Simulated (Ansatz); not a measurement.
Base system: a 16-atom supercell of ZnSe in the zinc blende structure (space group F-43m, No. 216; a = 5.733 Å) at its relaxed geometry.

(Cell as relaxed with PBE.)

Levels (all Ansatz, a quantum-chemistry and plane-wave program, PAW): PBE (420 eV, scalar-relativistic without spin-orbit coupling); r2SCAN (500 eV, no SOC).

Each level relaxes its own structure.

Now apply this change: a neutral Se on a Zn site (antisite), atoms relaxed at fixed cell, starting from a slightly rattled geometry.

| quantity | PBE | r2SCAN |
|---|---|---|
| pressure | 1.8 GPa | 2.1 GPa |
| largest displacement of a host atom from its site in the perfect cell | 0.32 Å | 0.31 Å |
| shift of the substituted atom off its lattice site | 1.05 Å | 1.05 Å |

PBE's pressure lies 0.3 GPa below r2SCAN's; the two agree on the shift of the substituted atom off its lattice site. Neither level is exact; r2SCAN is the comparison here, not a measurement.

The magnetic state is the one reached from the starting moments; the real material's order can differ, and small cells can't hold many antiferromagnetic ones. In so small a cell the defect repeats every few ångströms: this is an ordered compound, not a dilute defect. Starting moments died away, wholly or in part, for Se on a Zn site (antisite); another magnetic solution may exist.
